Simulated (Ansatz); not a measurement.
The starting structures come from a database of crystals and need not be the phases stable at ambient conditions.

 Where the default PAW files enter, the runs use the earlier of Ansatz's two default sets.

By PBEsol, the system below comes out a metal.

A figure of merit of an interconnect metal is its ballistic conductance per area.

Input:

```yaml
crystal:
  lattice:
    - [2.70546, 0.00000, 0.00000]
    - [-1.35273, 2.34299, 0.00000]
    - [0.00000, 0.00000, 4.69629]
  atoms:
    - { symbol: Pt, position: [0.66667, 0.33333, 0.75000] }
    - { symbol: Pt, position: [0.33333, 0.66667, 0.25000] }
```

Space group of this cell: P6_3/mmc, hcp (Mg type). The cell is strained (all lengths scaled by 0.98); by PBEsol its mean pressure is 5.1 GPa.

The current flows along the normal of the first two printed cell vectors, the (001) plane of the conventional cell. No spin-orbit coupling; the value is a mean over 0.1 eV about the Fermi level.

Task: Predict the ballistic conductance per area from Ansatz (an electronic-structure program) with PBEsol.

Result: 1.7 × 10¹⁵ S/m² for both spins.
